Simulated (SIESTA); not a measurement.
## SIESTA run on Mo3Si (Pm-3n, 8 atoms in the cell): self-consistent single point

Method of the run: GGA PBE, numerical atomic orbitals DZP, PseudoDojo PBE standard norm-conserving potentials (rewritten from UPF to PSML) (SIESTA).

This input was run:

```
# files in the folder: Si.psml Mo.psml (PseudoDojo PBE standard)
SystemName  Mo3Si
SystemLabel mo3si

NumberOfAtoms                8
NumberOfSpecies              2
%block ChemicalSpeciesLabel
  1 14 Si
  2 42 Mo
%endblock ChemicalSpeciesLabel
LatticeConstant              1.0 Bohr
%block LatticeVectors
     9.102149338    0.000000000    0.000000000
     0.000000000    9.102149338    0.000000000
     0.000000000    0.000000000    9.102149338
%endblock LatticeVectors
AtomicCoordinatesFormat      ScaledCartesian
%block AtomicCoordinatesAndAtomicSpecies
     4.551074669    4.551074669    4.551074669  1
     0.000000000    0.000000000    0.000000000  1
     2.275537335    0.000000000    4.551074669  2
     4.551074669    2.275537335    0.000000000  2
     4.551074669    6.826612004    0.000000000  2
     6.826612004    0.000000000    4.551074669  2
     0.000000000    4.551074669    6.826612004  2
     0.000000000    4.551074669    2.275537335  2
%endblock AtomicCoordinatesAndAtomicSpecies

XC.functional                GGA
XC.authors                   PBE
PAO.BasisSize                DZP
PAO.EnergyShift              0.01 Ry
MeshCutoff                   400 Ry
%block kgrid.MonkhorstPack
    7   0   0  0.0
    0   7   0  0.0
    0   0   7  0.0
%endblock kgrid.MonkhorstPack
OccupationFunction           FD
ElectronicTemperature        100.0 meV

MaxSCFIterations             150
SCF.Mixer.Method             Broyden
SCF.Mixer.Weight             0.25
SCF.Mixer.History            8
SCF.DM.Tolerance             1.0E-04
Diag.ParallelOverK           true
WriteForces                  true
Charge.Mulliken              end
```

Output, abridged:

```
reinit: Reading from file input.fdf

reinit: System Name: Mo3Si
reinit: System Label: mo3si

coor:   Atomic-coordinates input format  =     Cartesian coordinates
coor:                                          (in units of alat)

siesta: Atomic coordinates (Bohr) and species
siesta:      4.55107   4.55107   4.55107  1        1
siesta:      0.00000   0.00000   0.00000  1        2
siesta:      2.27554   0.00000   4.55107  2        3
siesta:      4.55107   2.27554   0.00000  2        4
siesta:      4.55107   6.82661   0.00000  2        5
siesta:      6.82661   0.00000   4.55107  2        6
siesta:      0.00000   4.55107   6.82661  2        7
siesta:      0.00000   4.55107   2.27554  2        8

siesta: System type = bulk

initatomlists: Number of atoms, orbitals, and projectors:      8   140   144

siesta: ******************** Simulation parameters ****************************
redata: Spin configuration                          = none
redata: Time-Reversal Symmetry                      = T
redata: Number of Atomic Species                    =        2
redata: Mesh Cutoff                                 =   400.0000 Ry
redata: Net charge of the system                    =     0.0000 |e|
redata: Min. number of SCF Iter                     =        0
redata: Max. number of SCF Iter                     =      150
redata: SCF convergence failure will abort job
redata: SCF mix quantity                            = Hamiltonian
redata: Mix DM or H after convergence               =   F
redata: Recompute H after scf cycle                 =   F
redata: Mix DM in first SCF step                    =   T
redata: No kicks to SCF
redata: DM Mixing Weight for Kicks                  =     0.5000
redata: Require Harris convergence for SCF          =   F
redata: Harris energy tolerance for SCF             =     0.000100 eV
redata: Require DM convergence for SCF              =   T
   [... lines left out ...]
diag: Parallel distribution                         =     1 x     1
diag: Used triangular part                          = Lower
diag: Absolute tolerance                            =  0.100E-15
diag: Orthogonalization factor                      =  0.100E-05
diag: Memory factor                                 =  1.0000

superc: Internal auxiliary supercell:     5 x     5 x     5  =     125
superc: Number of atoms, orbitals, and projectors:   1000  17500  18000

                        Single-point calculation

superc: Internal auxiliary supercell:     5 x     5 x     5  =     125
superc: Number of atoms, orbitals, and projectors:   1000  17500  18000

outcell: Unit cell vectors (Ang):
        4.816650    0.000000    0.000000
        0.000000    4.816650    0.000000
        0.000000    0.000000    4.816650

outcell: Cell vector modules (Ang)   :    4.816650    4.816650    4.816650
outcell: Cell angles (23,13,12) (deg):     90.0000     90.0000     90.0000
outcell: Cell volume (Ang**3)        :    111.7468
new_DM -- step:     1
Initializing Density Matrix...

Attempting to read DM from file... Failed...
DM filled with atomic data:

InitMesh: MESH = 60 x 60 x 60 = 216000
InitMesh: Mesh cutoff (required, used) =   400.000   428.859 Ry

stepf: Fermi-Dirac step function
        iscf     Eharris(eV)        E_KS(eV)     FreeEng(eV)     dDmax    Ef(eV) dHmax(eV)
   scf:    1   -11605.808009   -11686.779425   -11686.889500  0.924747 -2.214709  8.321434
   scf:    2   -11708.350842   -11699.638746   -11699.746109  0.320828 -2.998531  3.348287
   scf:    3   -11702.286200   -11701.435523   -11701.544780  0.127752 -3.503312  0.713534
   scf:    4   -11701.675669   -11701.576587   -11701.685719  0.071952 -3.659889  0.050353
   scf:    5   -11701.576999   -11701.576803   -11701.685935  0.001623 -3.664404  0.034010
   scf:    6   -11701.576570   -11701.576692   -11701.685831  0.000947 -3.664910  0.040529
   scf:    7   -11701.577083   -11701.576903   -11701.686051  0.002297 -3.675658  0.013099
   scf:    8   -11701.576944   -11701.576928   -11701.686080  0.001139 -3.680408  0.000365
   scf:    9   -11701.576927   -11701.576928   -11701.686080  0.000058 -3.680676  0.000294
SCF Convergence by DM+H criterion
max |DM_out - DM_in|         :     0.0000580292
max |H_out - H_in|      (eV) :     0.0002936466
SCF cycle converged after 9 iterations

Using DM_out to compute the final energy and forces

siesta: E_KS(eV) =           -11701.5769

siesta: E_KS - E_eggbox =    -11701.5769

siesta: Atomic forces (eV/Ang):
     1   -0.000000    0.000000    0.000000
     2    0.000000   -0.000000    0.000000
     3   -0.000001   -0.000000    0.000000
     4   -0.000000    0.000000    0.000000
     5   -0.000000   -0.000000    0.000000
     6    0.000001   -0.000000    0.000000
     7    0.000000    0.000000   -0.000001
     8    0.000000    0.000000    0.000001
   Tot    0.000000    0.000000    0.000000
   Max    0.000001
   Res    0.000000    sqrt( Sum f_i^2 / 3N )
   Max    0.000001    constrained

Stress tensor Voigt[x,y,z,yz,xz,xy] (kbar):     -165.70     -165.70     -165.70        0.00        0.00        0.00
(Free)E + p*V (eV/cell)   -11690.1288
Target enthalpy (eV/cell)   -11701.6861

siesta: Program's energy decomposition (eV):
siesta: Ebs     =     -2511.927500
siesta: Eions   =     20720.982351
siesta: Ena     =      5411.211679
siesta: Ekin    =      3748.431492
siesta: Enl     =      1423.066626
siesta: Eso     =         0.000000
siesta: Edftu   =         0.000000
siesta: DEna    =       209.596451
siesta: DUscf   =         7.551250
siesta: DUext   =         0.000000
siesta: Ex      =     -1637.701839
siesta: Ec      =      -142.750235
siesta: Exc     =     -1780.452074
siesta: Eharris =    -11701.576927
siesta: Etot    =    -11701.576928
siesta: FreeEng =    -11701.686080

siesta: Stress tensor (static) (eV/Ang**3):
siesta:    -0.103424    0.000000    0.000000
siesta:     0.000000   -0.103424    0.000000
siesta:     0.000000    0.000000   -0.103424

siesta: Cell volume =        111.746845 Ang**3

siesta: Pressure (static):
siesta:                Solid            Molecule  Units
siesta:           0.00112643          0.00112643  Ry/Bohr**3
siesta:           0.10342409          0.10342409  eV/Ang**3
siesta:         165.70366378        165.70366495  kBar

mulliken: Atomic and Orbital Populations:

   [... lines left out ...]

             -0.016  -0.075   0.070
   4 14.002   1.863   0.054   0.374   1.921   1.942   1.942   0.202   0.335
              0.335   1.027   1.027   1.054   1.058   0.994  -0.075  -0.075

             -0.016  -0.030   0.070
   5 14.002   1.863   0.054   0.374   1.921   1.942   1.942   0.202   0.335
              0.335   1.027   1.027   1.054   1.058   0.994  -0.075  -0.075

             -0.016  -0.030   0.070
   6 14.002   1.863   0.054   0.374   1.942   1.942   1.921   0.335   0.335
              0.202   1.027   1.058   1.054   1.027   0.994  -0.075  -0.030

             -0.016  -0.075   0.070
   7 14.002   1.863   0.054   0.374   1.942   1.921   1.942   0.335   0.202
              0.335   1.058   1.027   0.964   1.027   1.084  -0.030  -0.075

              0.112  -0.075  -0.059
   8 14.002   1.863   0.054   0.374   1.942   1.921   1.942   0.335   0.202
              0.335   1.058   1.027   0.964   1.027   1.084  -0.030  -0.075

              0.112  -0.075  -0.059

mulliken: Qtot =       92.000

Mulliken Atomic Populations:
Atom #   charge [q] valence [e]  Species
     1     0.007123    3.992877  Si
     2     0.007123    3.992877  Si
     3    -0.002374   14.002374  Mo
     4    -0.002375   14.002375  Mo
     5    -0.002375   14.002375  Mo
     6    -0.002374   14.002374  Mo
     7    -0.002374   14.002374  Mo
     8    -0.002374   14.002374  Mo
 Total     0.000000
```

The run converged in 9 iterations.

The starting cell has typed, rounded lattice constants, without a prior relaxation at this level. Its lattice was rescaled by a random factor within 2.5 % of one. Spin polarisation is off. Values carry the incompleteness of an atom-centred basis. With a pressure of about 17 GPa the cell is away from its equilibrium volume at this level.

Cost on one core of a shared machine: roughly 80 s.
